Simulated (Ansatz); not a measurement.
Ansatz (a program for electronic structure) run on V3Ir (Pmm2, 8 atoms in the cell): relaxation of the atoms.

Computed with LDA (PW92), default PAW files made with PBE (plane waves; Ansatz).

The change in words: one atom moved by 0.15 angstrom; relax: default → atoms; relax.f_tol: default → 0.05 eV/Å. Reference geometry:
```yaml
crystal:
  lattice:
    - [4.73891, 0.00000, 0.00000]
    - [0.00000, 4.73891, 0.00000]
    - [0.00000, 0.00000, 4.73891]
  atoms:
    - { symbol: V, position: [0.50000, 0.25000, 0.00000] }
    - { symbol: V, position: [0.50000, 0.75000, 0.00000] }
    - { symbol: V, position: [0.25000, 0.00000, 0.50000] }
    - { symbol: V, position: [0.75000, 0.00000, 0.50000] }
    - { symbol: V, position: [0.00000, 0.50000, 0.25000] }
    - { symbol: V, position: [0.00000, 0.50000, 0.75000] }
    - { symbol: Ir, position: [0.50000, 0.50000, 0.50000] }
    - { symbol: Ir, position: [0.00000, 0.00000, 0.00000] }
```

Reference input (self-consistent single point, DFT, LDA (PW92), plane waves, default PAW files made with PBE): basis.ecutwfc = 420 eV; kpoints.mp_grid.grid = 7 7 7; hamiltonian.xc = lda; hamiltonian.pseudopotentials = {kind: paw} (the program's default PAW files); scf.occupations.method = gaussian; scf.occupations.width = 0.1 eV. This run's input differs from it in these lines:

```diff
@@ -8,3 +8,3 @@
     - { symbol: V, position: [0.500000, 0.750000, 0.000000] }
-    - { symbol: V, position: [0.250000, 0.000000, 0.500000] }
+    - { symbol: V, position: [0.281653, 0.000000, 0.500000] }
     - { symbol: V, position: [0.750000, 0.000000, 0.500000] }
@@ -23,2 +23,4 @@
   occupations: { method: gaussian, width: 0.1 eV }
+relax:
+  f_tol: 0.05
 output:
```

The program printed (abridged):

```
   [... SCF lines of the steps left out ...]
relax step   1: F+E_penalty+E_count = -40493.32789531 eV  Δ(F+E_penalty+E_count) = +0.000e0 eV  max|allowed force component| = 1.744e0 eV/Å  Δτ_max = 0.0000 Å  (6 SCF iters, dr2 threshold 6.25e-5 eV, accepted)
relax step   2: F+E_penalty+E_count = -40493.41795742 eV  Δ(F+E_penalty+E_count) = -9.006e-2 eV  max|allowed force component| = 8.599e-1 eV/Å  Δτ_max = 0.0826 Å  (6 SCF iters, dr2 threshold 1.00e-4 eV, accepted)
relax step   3: F+E_penalty+E_count = -40493.45653050 eV  Δ(F+E_penalty+E_count) = -3.857e-2 eV  max|allowed force component| = 8.830e-3 eV/Å  Δτ_max = 0.0490 Å  (6 SCF iters, dr2 threshold 4.62e-5 eV, accepted)
relax step   4: F+E_penalty+E_count = -40493.45653058 eV  Δ(F+E_penalty+E_count) = -8.302e-8 eV  max|allowed force component| = 8.961e-3 eV/Å  Δτ_max = 0.0000 Å  (6 SCF iters, accepted)
the relaxation is at rest under the 4 symmetry operations that the run kept from its start: a minimum is not shown …
Free energy (F): -40493.456531 eV
Internal energy: -40493.423577 eV  (E = F + TS)
E sigma→0 (E₀):  -40493.440054 eV
Entropy (-TS):   -0.032954 eV (-4.119 meV/atom)
Fermi energy:    19.369517 eV
--- Forces (eV/Å), atoms counted from 1 ---
  atom   1  V      0.00741658     0.00050488     0.00000000
  atom   2  V      0.00741658    -0.00050488     0.00000000
  atom   3  V      0.00730131     0.00000000     0.00000000
  atom   4  V     -0.00896314     0.00000000     0.00000000
  atom   5  V     -0.00728602     0.00000000    -0.00107952
   [... lines left out ...]
    - { symbol: V, position: [0.2538871662862613, 0.0, 0.5] }
    - { symbol: V, position: [0.754084161225319, 0.0, 0.5] }
    - { symbol: V, position: [0.004089231366494446, 0.5, 0.2500105633575084] }
    - { symbol: V, position: [0.004089231366494446, 0.5, 0.7499894366424916] }
    - { symbol: Ir, position: [0.5040328044056717, 0.5, 0.5] }
    - { symbol: Ir, position: [0.00385946733261595, 0.0, -2.8598430009096625e-21] }
```

The run converged.  The full log also holds: “iter 5 did not close the SCF: its close was put off for the readings that it lacked (scf_convergence_deferred on its scf_iter line)”. The full log also holds: “iter 5 did not close the SCF: its close was put off for the readings that it lacked (scf_convergence_deferred on its scf_iter line)”.

Summary of the result:
| Quantity | Value |
|---|---|
| Free energy E − TS (on the zero of these files) | -40493.4565 eV |
| Fermi level (on the code's own zero) | 19.37 eV |
| Pressure | -7.84 GPa |
| Largest force (vector length) | 0.009 eV/Å |
| Relaxation steps | 4 |

The starting cell comes from a database of computed structures (which also holds hypothetical and non-ambient phases and stackings), without a prior relaxation at this level. Its lattice was rescaled by up to half a per cent. For this run, on top of that: one atom moved by 0.15 angstrom. Spin polarisation is off. The relaxation keeps the symmetry of its start, so its end need not be a minimum. Ansatz's pressure includes its estimate of the finite-basis (Pulay) stress.

Cost on one core of a shared machine: roughly 2 min.

Keys are those of Ansatz 0.2.
